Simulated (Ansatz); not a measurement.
The starting structures come from a database of crystals and need not be the phases stable at ambient conditions.

Tunnelling through a barrier is set by its complex band structure: the current falls as exp(−2κd) with the smallest κ.

Input:

```
CELL_PARAMETERS angstrom
      7.26575     0.00000     0.00000
      0.00000     7.26575     0.00000
      3.63287    -3.63287     4.54162
ATOMIC_POSITIONS crystal
  Ba 0.25000 0.75000 0.50000
  Ba 0.75000 0.25000 0.50000
  Te 0.63606 0.86394 0.00000
  Te 0.36394 0.13606 0.00000
  Te 0.13606 0.63606 0.00000
  Te 0.86394 0.36394 0.00000
```

Space group of this cell: I4/mcm. The cell is taken as given.

Transport runs along the normal of the first two printed cell vectors, the (001) plane of the conventional cell.

The gap is the functional's own, uncorrected, and κ follows it; spin-orbit coupling is left out. Mid-gap values are interpolated between the computed energies.

Task: Give the band gap and the smallest decay constant κ at mid-gap that r2SCAN in Ansatz (a program for electronic structure) yields.

Result: Gap 0.77 eV on a 8×8×8 mesh; κ = 0.210 1/Å, at the zone centre.
